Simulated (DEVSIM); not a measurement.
Device: abrupt Ge n-p junction, at 400 K.

Layer 1 from the left is Ge, thickness (μm) 0.140, Nd (cm⁻³) 1.4e17, τn (s) 1.8e-6, τp (s) 1.8e-6. Layer 2 from the left is Ge, thickness (μm) 1.40, Na (cm⁻³) 1.7e16, τn (s) 1.8e-6, τp (s) 1.8e-6.

Left contact: ohmic. Right contact: ohmic. Voltage is applied to the left contact. Recombination: SRH at mid-gap, radiative. Mobility is μmin + (μ − μmin)/(1 + (N/Nref)^α).

Constants are typed, rounded textbook-type inputs, not results; the design itself was drawn at random and stands for no fabricated device. Values at 300 K; Nc and Nv go as T^1.5, mobilities as T to minus their exponent, the gap by Varshni's rule with the affinity fixed.

Ge: gap (eV) 0.664, affinity (eV) 4, permittivity 16, Nc (cm⁻³) 1.04e19, Nv (cm⁻³) 6e18, μn (cm²/Vs) 3900, μp (cm²/Vs) 1900, μn,min 150, μp,min 100, Nref,n 2.6e17, Nref,p 4e17, αn 0.56, αp 0.6, T exponent of μn 1.66, T exponent of μp 2.33, B (cm³/s) 6.4e-14, Varshni α (eV/K) 0.000477, Varshni β (K) 235.

Q: Estimate by hand the capacitance at 1 V, and compare with a numerical solution.

A: 
- Capacitance at 1 V: C = √(qεN / 2(Vbi + |V|)) = 37.2 nF/cm²; numerical 38.4 nF/cm² (estimate below by 3.1 %).

Model (solved in DEVSIM): 1D drift-diffusion, Boltzmann statistics, complete ionisation; no tunnelling, impact ionisation, image-force lowering or self-heating.
